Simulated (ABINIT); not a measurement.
Input and output of a self-consistent single point for F2 (C2/c, 4 atoms in the cell) (ABINIT).

Level of theory: LDA (PW92), norm-conserving pseudopotentials (PseudoDojo nc-sr-04 LDA standard) (plane waves; ABINIT 10.0.3).

```
CELL_PARAMETERS angstrom
      2.55632    -1.58403     0.00000
      2.55632     1.58403     0.00000
     -0.56211     0.00000     6.59771
ATOMIC_POSITIONS crystal
  F  0.59583 0.91533 0.59796
  F  0.40417 0.08467 0.40204
  F  0.08467 0.40417 0.90204
  F  0.91533 0.59583 0.09796
```

Reference input (self-consistent single point, DFT, PBEsol, plane waves, norm-conserving pseudopotentials (PseudoDojo nc-sr-04 PBEsol standard)): pseudos = [F.upf]; ecut = 42 Ha; ixc = -116133; occopt = 1; ngkpt = 10 10 4; nshiftk = 1; shiftk = 0 0 0; potentials = PseudoDojo nc-sr-04 PBEsol standard; nband = 18; kptopt = 1; nstep = 50; tolvrs = 1e-10. This run's input differs from it in these lines:

```diff
@@ -1,2 +1,2 @@
-# F2, PseudoDojo nc-sr-04 PBEsol standard
+# F2, PseudoDojo nc-sr-04 LDA standard
 pp_dirpath "./"
@@ -18,3 +18,3 @@
 ecut 42 Ha
-ixc -116133
+ixc 7
 occopt 1
```

Its files differ too (potentials: PseudoDojo nc-sr-04 PBEsol standard → PseudoDojo nc-sr-04 LDA standard).

Output, abridged:

```
--- !BeginCycle
solver: {iscf: 7, nstep: 50, nline: 4, wfoptalg: 0, }
tolerances: {tolvrs: 1.00E-10, }
...

     iter   Etot(hartree)      deltaE(h)  residm     vres2
 ETOT  1  -97.786626311475    -9.779E+01 2.716E-01 8.127E+01
 ETOT  2  -97.930351104025    -1.437E-01 7.763E-03 1.175E+01
 ETOT  3  -97.933197024647    -2.846E-03 2.066E-03 2.762E-01
 ETOT  4  -97.933300173492    -1.031E-04 8.066E-04 2.692E-02
 ETOT  5  -97.933305928449    -5.755E-06 3.829E-04 3.152E-03
 ETOT  6  -97.933306615658    -6.872E-07 4.241E-04 1.664E-05
 ETOT  7  -97.933306618192    -2.533E-09 1.426E-04 4.960E-07
 ETOT  8  -97.933306618242    -5.053E-11 5.359E-04 8.373E-09
 ETOT  9  -97.933306618245    -2.672E-12 1.095E-04 1.545E-10
 ETOT 10  -97.933306618244     1.023E-12 4.147E-04 3.869E-12
 At SCF step   10       vres2   =  3.87E-12 < tolvrs=  1.00E-10 =>converged.

 Cartesian components of stress tensor (hartree/bohr^3)
  sigma(1 1)=  3.62129456E-05  sigma(3 2)=  0.00000000E+00
  sigma(2 2)=  8.41313346E-05  sigma(3 1)= -1.05658949E-05
  sigma(3 3)=  2.19648981E-04  sigma(2 1)=  0.00000000E+00

 ----iterations are completed or convergence reached----

 reduced coordinates (array xred) for    4 atoms
       0.595829999974      0.915329999980      0.597959999991
       0.404170000023      0.084670000018      0.402039999983
       0.084670000018      0.404170000023      0.902039999983
       0.915329999980      0.595829999974      0.097959999991
 cartesian forces (eV/Angstrom) at end:
    1      0.01194037474851     0.22392006173492    -0.45665061679362
   [... lines left out ...]
 Fermi (or HOMO) energy (hartree) =  -0.14992   Average Vxc (hartree)=  -0.34104
 Fermi (or HOMO) energy (eV) =  -4.07964   Average Vxc (eV)=  -9.28017
   [... lines left out ...]
total_energy        : -9.79333066182441E+01
total_energy_eV     : -2.66490079906812E+03
band_energy         : -1.27018200267081E+01
...

-Cartesian components of stress tensor (GPa)         [Pressure= -3.3343E+00 GPa]
- sigma(1 1)=  1.06542146E+00  sigma(3 2)=  0.00000000E+00
- sigma(2 2)=  2.47522891E+00  sigma(3 1)= -3.10859308E-01
- sigma(3 3)=  6.46229505E+00  sigma(2 1)=  0.00000000E+00

 Calculation completed.
```

The run converged in 10 iterations. Against the reference run the pressure goes from 0.30 to -3.33 GPa, the largest force goes from 0.287 to 0.509 eV/Å and the gap on the mesh goes from 2.465 to 2.347 eV.

The starting cell comes from a database of computed structures (which also holds hypothetical and non-ambient phases and stackings), without a prior relaxation at this level. With a pressure of about -3 GPa the cell is away from its equilibrium volume at this level.

Cost on one core of a shared machine: roughly 6 min.
